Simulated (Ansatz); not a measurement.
# A computed series for SiO2: pressure series

Consider SiO$_{2}$ (space group P3_221, No. 154; a = 5.022 Å, c = 5.510 Å).

Cell and atoms are relaxed at each pressure.

The values are results of PBE (Ansatz, a first-principles code, PAW, scalar-relativistic without spin-orbit coupling), not measurements.

```csv
case,volume per atom,gap character,smallest direct gap
base,13.37 Å³,"indirect, K → Γ",6.01 eV
pressure −1 GPa,13.85 Å³,"indirect, M → Γ",5.88 eV
pressure 2.1 GPa,12.64 Å³,"indirect, K → Γ",6.11 eV
pressure 9 GPa,?,"indirect, K → Γ",?
```

Question: Complete the table.

Answer: 
- pressure 9 GPa, volume per atom: 11.19 Å³
- pressure 9 GPa, smallest direct gap: 6.36 eV

Load acts through the strain it causes; cell and atoms are relaxed under it. No phonon test of stability was made. Competing high-pressure phases were not computed.
